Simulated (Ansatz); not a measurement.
Start from HfO2 in the rutile structure (space group P4_2/mnm, No. 136; a = 4.830 Å, c = 3.210 Å; a cell from a computed database, its experimental status unchecked).

It is then changed as follows: a negative pressure, −1 GPa.

Levels (all Ansatz, a program for electronic structure, PAW): PBEsol (420 eV, no SOC); PBEsol+SOC (420 eV, spin-orbit coupling included).

The geometry is relaxed with PBEsol.

| Quantity | Value |
|---|---|
| PBEsol electron mass | 0.61 mₑ along c, 0.83 mₑ across (at Γ) |
| PBEsol pressure | -10.0 kbar |
| PBEsol gap character | direct at Γ |
| PBEsol band gap | 3.88 eV |

Question: What does PBEsol+SOC give at this geometry for the electron mass, pressure, gap character and band gap?

Answer: The electron mass becomes 0.62 mₑ along c, 0.83 mₑ across (at Γ) (PBEsol: 0.61 mₑ along c, 0.83 mₑ across (at Γ)); the pressure decreases by 2.9 kbar to -12.9 kbar; the gap character remains direct at Γ; the band gap hardly moves (3.88 eV against 3.87 eV).

Single points use the geometry relaxed with PBEsol. Differences between runs with and without spin-orbit coupling are approximate. Spin-orbit coupling, missing from the scalar runs, can matter with Hf. Load acts through the strain it causes; cell and atoms are relaxed under it. Masses are band curvatures over ±0.01 Å⁻¹ around the edge. Whether these cells are dynamically stable was not tested. This is not the structure that HfO2 has at room temperature and ambient pressure.
